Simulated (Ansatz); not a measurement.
Base system: MgO in the rock salt structure (space group Fm-3m, No. 225).

```xyz
2
Lattice="0.0000 2.1071 2.1071 2.1071 0.0000 2.1071 2.1071 2.1071 0.0000" Properties=species:S:1:pos:R:3 pbc="T T T"
Mg     0.0000     0.0000     0.0000
O      2.1071     2.1071     2.1071
```

Calculations: Kohn–Sham DFT with the PBEsol functional, run in Ansatz (a quantum-chemistry and plane-wave program) with PAW and 420 eV plane waves, spin-orbit coupling left out.

For the base:

The width of the top valence band is 1.79 eV and the volume per atom is 9.35 Å³. The band gap comes out as 4.62 eV.

Now apply this change: cell and atoms relaxed at a pressure of 0.7 GPa.

Problem. How does this affect the width of the top valence band, volume per atom and band gap?

Solution. The width of the top valence band is nearly the same (1.79 eV against 1.80 eV); the volume per atom decreases by 0.04 Å³ to 9.31 Å³; the band gap rises by 0.04 eV, from 4.62 eV to 4.66 eV.

Load acts through the strain it causes; cell and atoms are relaxed under it. No phonon test of stability was made. The base started in P3_121 and relaxed to Fm-3m at this level.
